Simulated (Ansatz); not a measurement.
The structure below was relaxed with PBEsol/PAW in Ansatz (a quantum-chemistry and plane-wave program), without spin-orbit coupling, at pressure 5 GPa.

```yaml
crystal:
  lattice:
    - [4.66752, 0.00000, 0.00000]
    - [0.00000, 4.66752, 0.00000]
    - [0.00000, 0.00000, 4.66752]
  atoms:
    - { symbol: V, position: [0.50000, 0.25000, 0.00000] }
    - { symbol: V, position: [0.50000, 0.75000, 0.00000] }
    - { symbol: V, position: [0.25000, 0.00000, 0.50000] }
    - { symbol: V, position: [0.75000, 0.00000, 0.50000] }
    - { symbol: V, position: [0.00000, 0.50000, 0.25000] }
    - { symbol: V, position: [0.00000, 0.50000, 0.75000] }
    - { symbol: Ge, position: [0.50000, 0.50000, 0.50000] }
    - { symbol: Ge, position: [0.00000, 0.00000, 0.00000] }
```

**Question.** Find the space group and the Wyckoff positions.

**Answer.** Space group Pm-3n (No. 223); a = b = c = 4.668 Å, α = β = γ = 90.00°

```tsv
atom	site	symmetry	x	y	z
V	6c	-4m.2	0.0000	0.5000	0.2500
Ge	2a	m-3.	0.0000	0.0000	0.0000
```

**Question.** Describe the coordination.

**Answer.** The crystal has 8 atoms in its conventional cell. Conventional cell: a = b = c = 4.668 Å, α = β = γ = 90.00°. V is surrounded by 2 V at 2.334 Å and 8 V at 2.858 Å and 4 Ge at 2.609 Å. Ge has 12 V at 2.609 Å. (Neighbours: up to the widest gap in distance over summed covalent radii, below 1.35, at either atom; cation-cation and far metal-metal contacts left out.)

Load acts through the strain it causes; cell and atoms are relaxed under it. Stability against distortions was not tested. Competing high-pressure phases were not computed. The final runs are not spin-polarised. The cell was made from V3Ge in the A15 (Cr3Si type) structure (space group Pm-3n, No. 223) by this change: pressure 5 GPa.
